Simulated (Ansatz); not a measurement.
The starting structures come from a database of crystals and need not be the phases stable at ambient conditions.

Tunnelling through a barrier is set by its complex band structure: the current falls as exp(−2κd) with the smallest κ.

```xyz
8
Lattice="5.0854 -0.0216 0.0000 1.1288 8.8281 0.0000 0.0000 0.0000 3.6095" Properties=species:S:1:pos:R:3 pbc="T T T"
Zr     4.3849     5.7788     2.7071
Zr     1.8293     3.0277     0.9024
S      0.8012     1.4470     2.7071
S      5.4130     7.3595     0.9024
S      4.3780     3.9052     0.9024
S      1.8362     4.9013     2.7071
S      3.3289     7.3227     0.9024
S      2.8852     1.4838     2.7071
```

Space group of this cell: P2_1/m. The cell was relaxed by PBE-D3(BJ); by r2SCAN its mean pressure is 2.4 GPa.

Transport runs along the normal of the first two printed cell vectors.

The gap is the functional's own. No spin-orbit coupling. Mid-gap values are interpolated on the energy grid.

### Question
Estimate the band gap and the smallest decay constant κ at mid-gap that Ansatz (an electronic-structure program) with r2SCAN returns for this system.

### Answer
Gap 1.39 eV on a 6×4×8 mesh; κ = 0.173 1/Å, at (0.000, 0.500) of the in-plane reciprocal vectors. At the zone centre, at the nearest computed energy, the slowest state has κ = 0.17 1/Å.
